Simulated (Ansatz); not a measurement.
System: rock-salt LaS. Method: PBEsol-D3(BJ) in Ansatz (PAW).

Settings: plane-wave cutoff 520 eV, 16×16×16 k mesh, Fermi–Dirac smearing 0.05 eV, scalar-relativistic PAW data made under PBE.

The volume scan:

```json
[
 {"V (Å³/atom)": "22.230", "E − E_lowest (meV/atom)": "29.05"},
 {"V (Å³/atom)": "22.703", "E − E_lowest (meV/atom)": "12.44"},
 {"V (Å³/atom)": "23.176", "E − E_lowest (meV/atom)": "3.01"},
 {"V (Å³/atom)": "23.649", "E − E_lowest (meV/atom)": "0.00"},
 {"V (Å³/atom)": "24.122", "E − E_lowest (meV/atom)": "2.76"},
 {"V (Å³/atom)": "24.595", "E − E_lowest (meV/atom)": "10.67"},
 {"V (Å³/atom)": "25.068", "E − E_lowest (meV/atom)": "23.21"}
]
```

Problem. Estimate the bulk modulus and its pressure derivative from these points.

Solution. V0 = 23.651 Å³/atom, B0 = 97.4 GPa, B′ = 4.5 (fit to the energies at full precision).

Note: the relaxation could not lower the start's symmetry, so the cell can be a saddle point above a distorted one; the volume lies 5 % below that of the published cell.

Spin–orbit coupling is not included; it can open a gap where bands touch, and shift volumes and moduli.

Computed values are for the static lattice.

Ansatz is a program for electronic structure.
